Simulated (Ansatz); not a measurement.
The starting structures come from a database of crystals and need not be the phases stable at ambient conditions.

The decay constant κ of evanescent states in the gap governs leakage through a thin film.

Data:

```xyz
20
Lattice="3.9602 0.0000 0.0000 0.0000 14.6978 0.0000 0.0000 0.0000 8.6085" Properties=species:S:1:pos:R:3 pbc="T T T"
Ba     0.9900    12.1422     0.6588
Ba     2.9701     2.5557     7.9497
Ba     2.9701     4.7933     3.6454
Ba     0.9900     9.9046     4.9630
Sn     2.9701     8.1780     1.4395
Sn     0.9900     6.5198     7.1690
Sn     0.9900     0.8291     2.8647
Sn     2.9701    13.8687     5.7437
S      2.9701    14.6633     1.4057
S      0.9900     0.0345     7.2028
S      0.9900     7.3144     2.8986
S      2.9701     7.3834     5.7099
S      2.9701     1.4668     4.5410
S      0.9900    13.2310     4.0675
S      0.9900     8.8158     8.3717
S      2.9701     5.8821     0.2367
S      2.9701    11.6429     6.7786
S      0.9900     3.0549     1.8299
S      0.9900     4.2940     6.1341
S      2.9701    10.4039     2.4743
```

Space group of this cell: Pnma. The cell is taken as given.

Transport runs along the normal of the first two printed cell vectors.

No gap correction and no spin-orbit coupling; mid-gap values are interpolated between computed energies.

Estimate the band gap and the smallest decay constant κ at mid-gap that r2SCAN (Ansatz, a program for electronic structure) returns for this system.

Gap 1.21 eV on a 8×2×4 mesh; κ = 0.162 1/Å, at the zone centre.
